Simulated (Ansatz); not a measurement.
Base system: CdCu2GeSe4 (space group I-42m, No. 121).

```
CdCu2GeSe4
1.0
   -2.86511     2.86511     5.51206
    2.86511    -2.86511     5.51206
    2.86511     2.86511    -5.51206
Ge Cu Se Cd
1 2 4 1
Cartesian
  0.00000   0.00000   5.51206
  2.86511   0.00000   2.75603
  0.00000   2.86511   2.75603
  1.53105   1.53105   1.51041
 -1.33406   1.33406   4.00165
  1.33406   1.33406   7.02247
  1.33406  -1.33406   4.00165
  0.00000   0.00000   0.00000
```

Cartesian axes are those of the cell as printed.

Method: PBEsol (Ansatz, an electronic-structure program; PAW; 420 eV plane waves; without spin-orbit coupling).

For the base:

Shortest interatomic distance: 2.382 Å
Pressure: 0.0 GPa

Now apply this change: biaxial strain −1.50 %, plane normal [001], relaxed out of plane (Cartesian); in-plane vectors clamped, the third vector and the atoms free.

### Question
Estimate the effect on the shortest interatomic distance.

### Answer
The shortest interatomic distance drops by 0.0087 Å (2.382 Å → 2.374 Å).

### Question
What does the calculation give for the energy relative to the base after the change?

### Answer
The energy rises by 2.3 meV/atom.

### Question
What happens to the pressure?

### Answer
The pressure (mean of the normal stresses, compression positive) goes from zero to 0.7 GPa.

The mesh was chosen for an insulator and is coarse for the gapless case. Whether these cells are dynamically stable was not tested. All final runs are without spin polarisation. Gaps under 0.05 eV, about the width of the smearing, are given as zero.
